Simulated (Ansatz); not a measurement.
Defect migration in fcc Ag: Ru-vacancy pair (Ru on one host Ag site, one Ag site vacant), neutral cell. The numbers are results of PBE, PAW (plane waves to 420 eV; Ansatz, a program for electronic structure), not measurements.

32-site cell at the relaxed PBE lattice, a 2×2×2 k-point mesh shifted by half a step, smearing 0.10 eV, spin-restricted, no finite-size correction. No zero-point or tunnelling terms. Forms of the defect that were not tried may lie lower.

Barriers: single points on a 4×4×4 k-point mesh shifted by half a step at the bands' geometries (they differ from the bands' own by up to 0.06 eV, and are uncertain by about as much).

Relaxed starting cell (atoms counted from 1):

```
CELL_PARAMETERS angstrom
      8.29686     0.00000     0.00000
      0.00000     8.29686     0.00000
      0.00000     0.00000     8.29686
ATOMIC_POSITIONS crystal
  Ru 0.99936 0.99778 0.99846
  Ag 0.99936 0.00411 0.49985
  Ag 0.99938 0.49932 0.00462
  Ag 0.99940 0.50093 0.50174
  Ag 0.49935 0.00285 0.00354
  Ag 0.49930 0.00224 0.49955
  Ag 0.49931 0.49892 0.00313
  Ag 0.49946 0.50005 0.50070
  Ag 0.99932 0.24719 0.75439
  Ag 0.99930 0.75377 0.24783
  Ag 0.99932 0.75501 0.75563
  Ag 0.49943 0.24969 0.25031
  Ag 0.49931 0.25027 0.75408
  Ag 0.49940 0.75321 0.25095
  Ag 0.49933 0.75181 0.75253
  Ag 0.23918 0.00552 0.24773
  Ag 0.24686 0.00160 0.75384
  Ag 0.24721 0.49904 0.25125
  Ag 0.24848 0.49888 0.75260
  Ag 0.75968 0.00568 0.24781
  Ag 0.75186 0.00163 0.75392
  Ag 0.75165 0.49908 0.25120
  Ag 0.75018 0.49897 0.75255
  Ag 0.23911 0.24710 0.00604
  Ag 0.24751 0.25051 0.50002
  Ag 0.24698 0.75322 0.00246
  Ag 0.24843 0.75184 0.49943
  Ag 0.75973 0.24717 0.00616
  Ag 0.75129 0.25044 0.49995
  Ag 0.75168 0.75329 0.00239
  Ag 0.75026 0.75183 0.49954
```

End state 1 differs by these moves (Å; atoms that move under 0.08 Å are left out):

```json
[
 {"atom": "1", "element": "Ru", "Δx": "0.00", "Δy": "2.13", "Δz": "2.13"}
]
```

### Question
What is the computed forward and backward barriers to end state 1 (PBE, PAW)?

### Answer
forward 1.14 eV, backward 1.14 eV; at the saddle point atom 1 has neighbours 4 Ag at 2.69, 4 Ag at 3.11 Å. The saddle point's order was not checked, and it lies on a symmetry element of the cell, where a band can be held.

End state 2 differs by these moves (Å; atoms that move under 0.08 Å are left out):

```tsv
atom	element	Δx	Δy	Δz
16	Ag	-1.95	1.95	0.00
```

### Question
What forward and backward barriers to end state 2 does PBE, PAW give?

### Answer
forward 0.52 eV, backward 0.52 eV; at the saddle point atom 16 has neighbours 2 Ag at 2.69, Ag at 2.74, 2 Ag at 3.09, 2 Ag at 3.26; Ru at 2.67 Å. The saddle point's order was not checked, and it lies on a symmetry element of the cell, where a band can be held.
